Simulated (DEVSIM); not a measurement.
System: Ni/SiO2/p-Ge capacitor, at 300 K.

```
layer (left to right)  material  thickness (nm)  Na (cm⁻³)
---------------------  --------  --------------  ---------
1                          SiO2            7.40          -
2                            Ge            3900     2.3e15
```

Metal gate on the left, work function 5.1 eV. Fixed charge at the semiconductor interface 0 cm⁻² (in units of +e); no interface traps.

Constants are typed, rounded textbook-type inputs, not results; the design itself was drawn at random and stands for no fabricated device. Values at 300 K.

```tsv
parameter	SiO2	Ge
gap (eV)	9	0.664
affinity (eV)	0.9	4
permittivity	3.9	16
Nc (cm⁻³)	-	1.04e19
Nv (cm⁻³)	-	6e18
```

Simulated with DEVSIM: 1D Poisson equation in equilibrium, Boltzmann statistics, complete ionisation; no quantum confinement or tunnelling. Metal contacts follow the ideal Schottky-Mott rule: no Fermi-level pinning, no interface dipoles.

Q: Tabulate band edges, carrier densities and field at -0.1 V on the gate.

A: Energies count from the Fermi level of the right contact; mesh points crowd at the junctions.

```tsv
x (μm)	Ec (eV)	Ev (eV)	n (cm⁻³)	p (cm⁻³)	field (V/cm)
0.000	4.300	-4.700	< 1e2	< 1e2	-730000
0.001199	4.213	-4.787	< 1e2	< 1e2	-730000
0.003351	4.056	-4.944	< 1e2	< 1e2	-730000
0.005699	3.884	-5.116	< 1e2	< 1e2	-730000
0.007481	0.660	-0.004	8.6e7	5.1e18	-170000
0.008947	0.639	-0.025	1.9e8	2.3e18	-120000
0.01235	0.610	-0.054	5.9e8	7.4e17	-65000
0.02369	0.565	-0.099	3.4e9	1.3e17	-26000
0.04428	0.529	-0.135	1.4e10	3.2e16	-12000
0.09203	0.495	-0.169	5.1e10	8.6e15	-4400
0.1933	0.471	-0.193	1.3e11	3.5e15	-1100
0.5593	0.461	-0.203	1.9e11	2.3e15	-26
1.212	0.461	-0.203	1.9e11	2.3e15	≈ 0
2.470	0.461	-0.203	1.9e11	2.3e15	≈ 0
3.405	0.461	-0.203	1.9e11	2.3e15	≈ 0
3.678	0.461	-0.203	1.9e11	2.3e15	≈ 0
3.806	0.461	-0.203	1.9e11	2.3e15	≈ 0
3.862	0.461	-0.203	1.9e11	2.3e15	≈ 0
3.893	0.461	-0.203	1.9e11	2.3e15	≈ 0
3.901	0.461	-0.203	1.9e11	2.3e15	≈ 0
3.905	0.461	-0.203	1.9e11	2.3e15	≈ 0
3.907	0.461	-0.203	1.9e11	2.3e15	≈ 0
```
